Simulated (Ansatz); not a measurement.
How the enthalpy of formation of Y3Ge (model structure, started from the A15 type, Pm-3n, No. 223, 8 atoms in the cell) moves with the method

No measured value is used here.

| level (code) | value (eV/atom) |
|---|---|
| PBE (Ansatz) | -0.262 |
| PBEsol (Ansatz) | -0.306 |
| PBE-D3(BJ) (Ansatz) | -0.313 |

Each level is taken at its own relaxed cell. Ansatz's density-functional and Hartree–Fock values are scalar-relativistic unless marked +SOC, with PAW data made under PBE.

A model structure was made by putting elements into a prototype or built by hand; it is no filed structure, need not be a known phase, and can be a saddle point held by its symmetry.

Ansatz is a quantum-chemistry and plane-wave program.
